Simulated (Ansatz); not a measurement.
CdSe: pressure series

The parent structure is CdSe in the wurtzite structure (space group P6_3mc, No. 186).

CdSe is taken in the hexagonal space group P6₃mc (No. 186), the wurtzite structure, Pearson symbol hP4. Cell: a = b = 4.302 Å, c = 7.021 Å, α = β = 90.00°, γ = 120.00°. Cd on 2b is surrounded by 4 Se at 2.633–2.638 Å (tetrahedral). Se on 2b is surrounded by 4 Cd at 2.633–2.638 Å (tetrahedral). (Neighbours: up to the widest gap in distance over summed covalent radii, below 1.35, at either atom; cation-cation and far metal-metal contacts left out.)

Cell and atoms are relaxed at each pressure.

Computed with PBEsol/PAW in Ansatz (an electronic-structure program), no SOC.

Two rows of this table had their results exchanged by mistake.

```json
[
 {"pressure": "pressure −2 GPa", "volume per atom (Å³)": "29.37", "shortest distance (Å)": "2.670", "band gap": "0.45 eV"},
 {"pressure": "pressure −1 GPa", "volume per atom (Å³)": "20.41", "shortest distance (Å)": "2.348", "band gap": "zero"},
 {"pressure": "pressure 0.9 GPa", "volume per atom (Å³)": "27.67", "shortest distance (Å)": "2.618", "band gap": "0.57 eV"},
 {"pressure": "pressure 2.1 GPa", "volume per atom (Å³)": "27.11", "shortest distance (Å)": "2.600", "band gap": "0.61 eV"},
 {"pressure": "pressure 4.5 GPa", "volume per atom (Å³)": "26.15", "shortest distance (Å)": "2.570", "band gap": "0.68 eV"},
 {"pressure": "pressure 9 GPa", "volume per atom (Å³)": "24.74", "shortest distance (Å)": "2.523", "band gap": "0.79 eV"},
 {"pressure": "pressure 15 GPa", "volume per atom (Å³)": "23.32", "shortest distance (Å)": "2.470", "band gap": "0.86 eV"},
 {"pressure": "pressure 22.5 GPa", "volume per atom (Å³)": "21.85", "shortest distance (Å)": "2.403", "band gap": "0.66 eV"},
 {"pressure": "pressure 30 GPa", "volume per atom (Å³)": "28.72", "shortest distance (Å)": "2.651", "band gap": "0.50 eV"}
]
```

**Question.** Which two?

**Answer.** The rows for pressure −1 GPa and pressure 30 GPa: the volume has to fall steadily with pressure, so 28.72 Å³ belongs to pressure −1 GPa and 20.41 Å³ to pressure 30 GPa.

Load acts through the strain it causes; cell and atoms are relaxed under it. No phonon test of stability was made. All final runs are without spin polarisation. Measured, CdSe leaves this structure (for rock salt) near 2.72 GPa (temperature not stated; as listed in Datta, Sujoy, Jana, Debnarayan, arXiv (2020)), on rising pressure, with hysteresis. Gaps under 0.05 eV, about the width of the smearing, are given as zero. The zero or small gap of CdSe under pressure 30 GPa can change with the level of theory.
